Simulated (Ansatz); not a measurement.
Base system: LiF in the rock salt structure (space group Fm-3m, No. 225; a = 4.0079 Å).

Computed with PBEsol (Ansatz, an electronic-structure program; PAW; 420 eV plane waves; scalar-relativistic without spin-orbit coupling).

For the base:

| Item | Result |
|---|---|
| Gap character | direct at Γ |
| Electron mass | 0.88 mₑ (at Γ) |

Perturbation: every lattice vector is stretched by 3.00 %; the atoms relax in the strained cell.

**Question.** How does this affect the gap character and electron mass?

**Answer.** The gap character stays direct at Γ; the electron mass goes from 0.88 mₑ (at Γ) to 0.84 mₑ (at Γ).

Effective masses come from finite differences of ±0.01 Å⁻¹. Whether these cells are dynamically stable was not tested.
